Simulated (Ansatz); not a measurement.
# W (I4/mmm): band-structure transport figures

Data:

```yaml
crystal:
  lattice:
    - [-1.57169, 1.57169, 1.58183]
    - [1.57169, -1.57169, 1.58183]
    - [1.57169, 1.57169, -1.58183]
  atoms:
    - { symbol: W, position: [0.00000, 0.00000, 0.00000] }
```

These are PBEsol, rigid bands (plane waves, PAW, scalar-relativistic; Ansatz, an electronic-structure program) values and carry that method's errors. Condition of this run: biaxial stress xx = yy = 2 GPa (compression positive) (the target of the relaxation). How the cell was made: cell and atoms relaxed with PBEsol, then loaded as said.

```yaml
density of states at the Fermi level: 0.441 states/(eV·cell), both spins
bare Sommerfeld coefficient: 1.04 mJ/(mol of atoms·K²)
drude_plasma_energy: 7.9 eV
root-mean-square Fermi velocity: 9.2e5 m/s
resistivity times τ: 7.9 ×10⁻²² Ω·m·s
```

A metal at this level (no band gap); rigid bands, thermally averaged at 300 K, both spins. Spin-orbit coupling is left out, which matters with elements this heavy. τ is one relaxation time for all states.
